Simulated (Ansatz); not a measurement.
Base system: Hf2C (space group P4/nmm, No. 129; a = 3.600 Å, c = 6.807 Å; a hypothetical phase, not in the database extracts checked). Axes: x, y, z lie along a, b, c of the conventional cell.

The values are results of PBE-D3(BJ) (Ansatz, a quantum-chemistry and plane-wave program), spin-orbit coupling left out, not measurements.

Base values:

- Pressure: 0.0 GPa
- Band gap: zero

It is then changed as follows: the cell is compressed by 1.59 % along y with no lateral relaxation, atoms relaxed at fixed cell.

### Question
Predict the new largest internal atomic displacement.

### Answer
The largest internal atomic displacement is 0.015 Å.

### Question
Predict the new energy relative to the base.

### Answer
The energy increases by 3.0 meV/atom.

### Question
How does this affect the pressure?

### Answer
The pressure (mean of the normal stresses, compression positive) goes from zero to 2.8 GPa.

### Question
What happens to the band gap?

### Answer
The band gap stays zero.

Without a gap, meshes like the base's 13×13×7 leave anisotropic stresses uncertain by several tenths of a GPa, and small strain energies with them. The cells carry an imposed strain or load. No phonon test of stability was made. The final runs are not spin-polarised. The program warned that a D3 coordination switch lies within reach, so dispersion energies are less smooth here.
